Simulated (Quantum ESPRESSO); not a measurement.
Troubleshooting Quantum ESPRESSO: a failed run on NiAl (Pm-3m, 2 atoms in the cell). The aim is a zone-centre phonon calculation with DFT, LDA (PZ), plane waves, PSlibrary PAW (LDA) pseudopotentials.

The self-consistent step had converged with these keywords: prefix = run; ecutwfc = 50 Ry; ecutrho = 300 Ry; occupations = smearing; smearing = fermi-dirac; degauss = 0.0073499 Ry; potentials = {Al: Al.pz-n-kjpaw_psl.1.0.0.UPF, Ni: Ni.pz-n-kjpaw_psl.1.0.0.UPF}; K_POINTS = automatic 15 15 15 0 0 0; conv_thr = 1e-11 Ry; mixing_beta = 0.7. The next shown step is ph.x.

Input as run:

```fortran
phonons at the zone centre
&INPUTPH
 prefix = 'pwscf',
 outdir = './tmp/',
 tr2_ph = 1.0d-14,
 fildyn = 'dyn.G',
/
0.0 0.0 0.0
```

The program printed (abridged):

```
     Reading xml data from directory:

     ./tmp/pwscf.save/
     Message from routine qexsd_readschema :
     xml data file ./tmp/pwscf.save/data-file-schema.xml not found

 %%%%%%%%%%%%%%%%%%%%%%%%%%%%%%%%%%%%%%%%%%%%%%%%%%%%%%%%%%%%%%%%%%%%%%%%%%%%%%
     Error in routine read_xml_file (1):
     fatal error reading xml file
 %%%%%%%%%%%%%%%%%%%%%%%%%%%%%%%%%%%%%%%%%%%%%%%%%%%%%%%%%%%%%%%%%%%%%%%%%%%%%%

     stopping ...
```

### Question
From the messages shown, name the fault and mend the input.

### Answer
The fault is another prefix in a later step of the chain. A later step finds the saved data by prefix and folder. To fix it, use one prefix throughout. The program stopped in the step ph.x before computing anything there.

On the sound input: the starting cell has typed, rounded lattice constants, without a prior relaxation at this level. Its lattice was rescaled by a random factor within 2.5 % of one. Spin polarisation is off. With a pressure of about -15 GPa the cell is away from its equilibrium volume at this level.
